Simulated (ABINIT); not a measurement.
Band structure of CdAu (P-6m2, 2 atoms in the cell).

```
CdAu
1.0
    3.09033     0.00000     0.00000
   -1.54516     2.67630     0.00000
    0.00000     0.00000     4.60128
Cd Au
1 1
Direct
  0.00000   0.00000   0.00000
  0.33333   0.66667   0.50000
```

Level of theory: PBEsol, PAW (JTH v2.0 PBE PAW, files made for PBE) (plane waves; ABINIT).

Settings: pseudos = [Cd.GGA_PBE-JTH.xml, Au.GGA_PBE-JTH.xml]; ecut = 26 Ha; pawecutdg = 52 Ha; pawxcdev = 0; ixc = -116133; occopt = 3; tsmear = 0.1 eV; ngkpt = 8 8 5; nshiftk = 1; shiftk = 0 0 0; potentials = JTH v2.0 PBE PAW; kptopt = 1; nstep = 80.

The starting cell comes from a database of computed structures (which also holds hypothetical and non-ambient phases and stackings), without a prior relaxation at this level. Spin-orbit coupling is off. The potentials were made for another functional than the one used.

Levels in eV from the Fermi level, bands 9 to 16:
```csv
point,9,10,11,12,13,14,15,16
Γ,-4.29,-3.37,-3.37,-1.14,1.97,5.29,13.28,13.68
M,-3.48,-2.49,-2.25,-0.46,5.08,5.29,5.39,6.41
K,-4.26,-3.99,-0.09,0.47,0.88,5.29,7.58,7.63
A,-4.17,-4.17,-3.40,-3.40,5.29,10.21,11.05,13.37
L,-3.64,-2.48,-1.47,-0.44,1.50,1.90,5.29,10.12
H,-4.16,-3.58,0.87,1.75,2.86,2.99,3.09,4.34
```

Bands cross the Fermi level along this path, so the cell is metallic at this level.
